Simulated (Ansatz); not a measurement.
# Response to strain in Y

The parent structure is Y in the hcp (Mg type) structure (space group P6_3/mmc, No. 194; a = 3.6523 Å, c = 5.7029 Å; relaxed with 0.1 eV smearing).

Strains are applied to the cell and any free atomic positions relax.

Level of theory: PBE in Ansatz (plane waves to 420 eV, PAW, without spin-orbit coupling).

Notes on the quantities. energy relative to the base: free energy F; pressure: mean of the normal stresses, compression positive.

```
change                    energy relative to the base  shortest interatomic distance  pressure
------------------------  ---------------------------  -----------------------------  --------
base                                       0 meV/atom                       354.6 pm   0.0 GPa
isotropic strain −3.00 %                 +36 meV/atom                       344.0 pm   4.2 GPa
isotropic strain −2.50 %                 +25 meV/atom                       345.8 pm   3.4 GPa
isotropic strain −2.00 %                 +16 meV/atom                       347.6 pm   2.7 GPa
isotropic strain −1.50 %                +8.7 meV/atom                       349.3 pm   2.0 GPa
isotropic strain +1.00 %                +3.6 meV/atom                       358.2 pm  -1.1 GPa
isotropic strain +1.50 %                +8.1 meV/atom                       360.0 pm  -1.7 GPa
isotropic strain +2.00 %                          [?]                       361.7 pm       [?]
isotropic strain +2.50 %                 +22 meV/atom                       363.5 pm  -2.7 GPa
isotropic strain +3.00 %                 +31 meV/atom                       365.3 pm  -3.1 GPa
```

Question: Fill in the withheld entries from the trend.

Answer: 
- isotropic strain +2.00 %, energy relative to the base: +14 meV/atom
- isotropic strain +2.00 %, pressure: -2.2 GPa

No phonon test of stability was made. The final runs are not spin-polarised.

Ansatz is a first-principles code.
